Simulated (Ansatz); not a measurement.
What tensor shear ε_xz = +2.00 % does to Al2O3

The reference is Al$_{2}$O$_{3}$ in the corundum structure (space group R-3c, No. 167; a = 4.7292 Å, c = 12.8916 Å (hexagonal axes)). Axes: x lies along a and z along c of the hexagonal cell.

Perturbation: tensor shear ε_xz = +2.00 % (engineering shear γ = 0.0400); the atoms relax in the strained cell.

Calculations: DFT with LDA, PAW potentials and a 420 eV plane-wave cutoff in Ansatz (a first-principles code), no SOC. Settings: 9×9×9 k-points, 0.05 eV Fermi–Dirac smearing.

```tsv
quantity	base	changed	shift
volume per atom	8.32 Å³	8.32 Å³	0.00 Å³
space group	R-3c (No. 167)	P-1 (No. 2)	–
energy relative to the base (free energy F)	0 meV/atom	+6.3 meV/atom	+6.3 meV/atom
pressure (mean of the normal stresses, compression positive)	-0.01 GPa	0.40 GPa	+0.41 GPa
band gap	6.43 eV	6.40 eV	-0.03 eV
gap character	direct at Γ	direct at Γ	–
valence-band top at Γ (three highest levels, from the VBM)	0.00, -0.04, -0.04 eV	0.00, -0.06, -0.07 eV	–
largest internal atomic displacement	–	0.010 Å	–
stress (xx, yy, zz, yz, xz, xy; compression positive)	–	(0.49, 0.22, 0.49, -0.07, -6.08, -0.75) GPa	–
```

Stability against distortions was not tested. k-point labels follow each cell's own Brillouin zone.
